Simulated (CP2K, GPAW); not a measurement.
A CP2K input for a self-consistent single point of NaCu₃O₄ (P1, 8 atoms in the cell) (DFT LDA (Pade form), GPW, DZVP-MOLOPT-SR-GTH basis, GTH-PADE potentials (GTH_POTENTIALS)):

```
&GLOBAL
  PROJECT nacu3o4
  RUN_TYPE ENERGY_FORCE
  PRINT_LEVEL LOW
&END GLOBAL
&FORCE_EVAL
  METHOD Quickstep
  STRESS_TENSOR ANALYTICAL
  &DFT
    BASIS_SET_FILE_NAME BASIS_MOLOPT
    POTENTIAL_FILE_NAME GTH_POTENTIALS
    &QS
      METHOD GPW
      EPS_DEFAULT 1E-10
    &END QS
    &MGRID
      CUTOFF 950
      REL_CUTOFF 50
      NGRIDS 5
    &END MGRID
    &SCF
      SCF_GUESS ATOMIC
      EPS_SCF 1E-6
      MAX_SCF 100
      ADDED_MOS 11
      &DIAGONALIZATION
        ALGORITHM STANDARD
      &END DIAGONALIZATION
      &MIXING
        METHOD BROYDEN_MIXING
        ALPHA 0.3
        NBUFFER 8
        BETA 1.5
      &END MIXING
      &SMEAR ON
        METHOD GAUSSIAN
        SIGMA [eV] 0.136
      &END SMEAR
    &END SCF
    &KPOINTS
      SCHEME MONKHORST-PACK 4 4 6
      GAMMA_CENTERED T
    &END KPOINTS
    &XC
      &XC_FUNCTIONAL PADE
      &END XC_FUNCTIONAL
    &END XC
    &PRINT
      &MO
        EIGENVALUES T
        OCCUPATION_NUMBERS T
        NDIGITS 8
        FILENAME mo
        &EACH
          QS_SCF 0
        &END EACH
        ADD_LAST NUMERIC
      &END MO
      &MULLIKEN OFF
      &END MULLIKEN
    &END PRINT
  &END DFT
  &SUBSYS
    &CELL
      ABC 6.01015700 6.01015747 3.47983751
      ALPHA_BETA_GAMMA 90.06144657 90.06144767 53.45101300
      PERIODIC XYZ
    &END CELL
    &COORD
      Na       0.08863487    -0.00052798     1.73784700
      Cu       7.32563228     3.69380728    -0.00821241
      Cu       2.31381573     1.14327919     0.13719597
      Cu       4.79348820     2.45631646     3.45447048
      O        2.99794801     2.95524345    -0.04171626
      O        4.19760494     0.61940248     0.02492606
      O        5.43851576     4.20804091     3.46813231
      O        6.65918569     1.95039633     3.46677170
    &END COORD
    &KIND Na
      BASIS_SET DZVP-MOLOPT-SR-GTH
      POTENTIAL GTH-PADE-q9
    &END KIND
    &KIND Cu
      BASIS_SET DZVP-MOLOPT-SR-GTH
      POTENTIAL GTH-PADE-q11
    &END KIND
    &KIND O
      BASIS_SET DZVP-MOLOPT-SR-GTH
      POTENTIAL GTH-PADE-q6
    &END KIND
  &END SUBSYS
  &PRINT
    &FORCES ON
    &END FORCES
    &STRESS_TENSOR ON
    &END STRESS_TENSOR
  &END PRINT
&END FORCE_EVAL
```

**Question.** Translate this input to GPAW.

**Answer.** This is the input that was run; spellings and numerical settings could be chosen otherwise.

```python
from ase import Atoms
from ase.units import GPa
from gpaw import GPAW

atoms = Atoms(['Na', 'Cu', 'Cu', 'Cu', 'O', 'O', 'O', 'O'],
              cell=[[5.368100, -2.702868, 0.000000],
                    [5.368100, 2.702868, 0.000000],
                    [-0.004178, 0.000000, 3.479835]],
              scaled_positions=[[0.015007, 0.000085, 0.499405],
                                [0.763285, 0.765040, -0.002360],
                                [0.243989, 0.236805, 0.039426],
                                [0.494992, 0.509125, 0.992711],
                                [0.134313, 0.612069, -0.011988],
                                [0.622025, 0.128290, 0.007163],
                                [0.386261, 0.871934, 0.996637],
                                [0.867817, 0.404343, 0.996246]],
              pbc=True)

calc = GPAW(mode={'name': 'pw', 'ecut': 950},
            xc='LDA',
            kpts={'size': (4, 4, 6), 'gamma': True},
            occupations={'name': 'methfessel-paxton', 'width': 0.136, 'order': 0},
            nbands=-16,
            convergence={'density': 1e-05},
            symmetry={'symmorphic': False, 'tolerance': 0.0005},
            maxiter=120,
            txt='-')

atoms.calc = calc

energy = atoms.get_potential_energy()
print('Energy (eV):', round(energy, 6))
forces = atoms.get_forces()
print('Forces (eV/Ang):')
print(forces.round(5))
stress = atoms.get_stress()
print('Stress (GPa, Voigt):', (stress / GPa).round(4))
```

Basis, cutoffs, solver keys and any potentials are the target program's own. This input uses DFT LDA (Perdew-Wang 92), plane waves, GPAW PAW datasets LDA (gpaw-data 1.0.1). LDA parametrisations can differ slightly between programs.

The starting cell comes from a database of computed structures (which also holds hypothetical and non-ambient phases and stackings), without a prior relaxation at this level. Its lattice was rescaled by a random factor within 2.5 % of one. For this run, on top of that: atoms moved at random.
